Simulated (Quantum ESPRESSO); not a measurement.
**Sensitivity of a calculation on ScGa₅Co (P4/mmm, 7 atoms in the cell) to its settings**

```
CELL_PARAMETERS angstrom
      4.19782     0.00000     0.00000
      0.00000     4.19782     0.00000
      0.00000     0.00000     6.71744
ATOMIC_POSITIONS crystal
  Sc 0.00000 0.00000 0.00000
  Ga 0.00000 0.50000 0.30367
  Ga 0.00000 0.50000 0.69633
  Ga 0.50000 0.00000 0.30367
  Ga 0.50000 0.00000 0.69633
  Ga 0.50000 0.50000 0.00000
  Co 0.00000 0.00000 0.50000
```

Base run A: LDA (PZ), GBRV 1.5 ultrasoft (LDA) pseudopotentials (Quantum ESPRESSO 7.5), self-consistent single point.

Its settings: ecutwfc = 50 Ry; ecutrho = 400 Ry; occupations = smearing; smearing = marzari-vanderbilt; degauss = 0.019992 Ry; potentials = {Sc: sc_lda_v1.uspp.F.UPF, Ga: ga_lda_v1.4.uspp.F.UPF, Co: co_lda_v1.2.uspp.F.UPF}; K_POINTS = automatic 4 4 3 0 0 0; conv_thr = 1e-10 Ry.

The starting cell comes from a database of computed structures (which also holds hypothetical and non-ambient phases and stackings), without a prior relaxation at this level. Its lattice was rescaled by a random factor within 2.5 % of one. Spin polarisation is off. In the base run, with a pressure of about -11 GPa the cell is away from its equilibrium volume at this level. Without a gap this mesh is coarse (it stands for a supercell whose shortest vector is 17 Å).

ΔF is the free energy per atom less that of run A. A dash stands where there is no value to compare (another energy zero or no entropy term, no result, no spin, no clean gap, or a mesh too coarse for one). 

Runs:
- B: occupations: smearing → tetrahedra_opt; smearing: marzari-vanderbilt → default; degauss: 0.019992 Ry → default
- C: conv_thr: 1e-10 Ry → 7.3e-08 Ry
- D: nosym: default → true
- E: mixing_ndim: default → 12
- F: mixing_beta: default → 0.9

| run | ΔF (meV/atom) | pressure (GPa) | largest force (eV/Å) | k-points | ending |
|---|---|---|---|---|---|
| A | 0.00 | -11.03 | 0.106 | 12 | converged |
| B | – | – | – | 12 | not converged |
| C | 0.00 | -11.09 | 0.097 | 12 | converged |
| D | 0.00 | -11.03 | 0.106 | 26 | converged |
| E | 0.00 | -11.03 | 0.106 | 12 | converged |
| F | 0.00 | -11.03 | 0.106 | 12 | converged |

Run B against A: The run ended unconverged after 100 iterations.

Run C against A: The free energy stays essentially unchanged (within 1 meV/atom), the pressure hardly changes (-11.03 to -11.09 GPa) and the largest force goes from 0.106 to 0.097 eV/Å.

Run D against A: The free energy stays essentially unchanged (within 1 meV/atom), the pressure stays at -11.03 GPa and the largest force stays at 0.106 eV/Å.
